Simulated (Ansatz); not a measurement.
The starting structures come from a database of crystals and need not be the phases stable at ambient conditions.

 Where the default PAW files enter, the runs use the earlier of Ansatz's two default sets.

The decay constant κ of evanescent states in the gap governs leakage through a thin film.

```xyz
16
Lattice="3.5924 0.0000 0.0000 -1.7962 4.6717 0.0000 0.0000 0.0000 9.6664" Properties=species:S:1:pos:R:3 pbc="T T T"
Ti     0.0000     2.9474     7.2498
Ti     1.7962     1.7242     2.4166
Al     0.0000     3.3584     4.2937
Al     1.7962     1.3133     5.3727
Al     1.7962     1.3133     9.1270
Al     0.0000     3.3584     0.5395
O      0.0000     1.7519     5.4737
O      1.7962     2.9198     4.1927
O      1.7962     2.9198     0.6405
O      0.0000     1.7519     9.0259
O      0.0000     4.2571     5.9614
O      1.7962     0.4146     3.7050
O      1.7962     0.4146     1.1282
O      0.0000     4.2571     8.5383
O      1.7962     2.1935     7.2498
O      0.0000     2.4781     2.4166
```

Space group of this cell: Cmcm. The cell is taken as given.

Transport runs along the normal of the first two printed cell vectors.

No gap correction and no spin-orbit coupling; mid-gap values are interpolated between computed energies.

**Question.** State the band gap and the smallest decay constant κ at mid-gap according to PBEsol (Ansatz, a quantum-chemistry and plane-wave program).

**Answer.** Gap 3.00 eV on a 10×10×4 mesh; κ = 0.357 1/Å, at the zone centre.
